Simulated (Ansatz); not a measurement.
Al2O3, pressure series

Take Al₂O₃ in the corundum structure (space group R-3c, No. 167; a = 4.809 Å, c = 13.124 Å (hexagonal axes)) as the base.

Cell and atoms are relaxed at each pressure.

Level of theory: Ansatz (a quantum-chemistry and plane-wave program) PBE, no spin-orbit coupling.

| pressure (GPa) | volume per atom (Å³/atom) |
|---|---|
| -2 | 8.839 |
| -1 | 8.799 |
| 0 | 8.761 |
| 0.9 | 8.727 |
| 2.1 | 8.683 |
| 4.5 | 8.598 |
| 9 | ? |
| 15 | 8.267 |
| 22.5 | 8.064 |

### Question
Fit the third-order Birch–Murnaghan form P(V) = (3B₀/2)[(V₀/V)^(7/3) − (V₀/V)^(5/3)]·[1 + (3/4)(B₀′ − 4)((V₀/V)^(2/3) − 1)] (squares taken in P) to the rows shown and predict the withheld row.

### Answer
Least squares on the printed values gives V₀ = 8.761 Å³/atom, B₀ = 231 GPa, B₀′ = 3.9; this predicts 8.448 Å³/atom, and the run gives 8.448 Å³/atom, in agreement.

Load acts through the strain it causes; cell and atoms are relaxed under it. Stability against distortions was not tested. No other phases were tried under pressure.
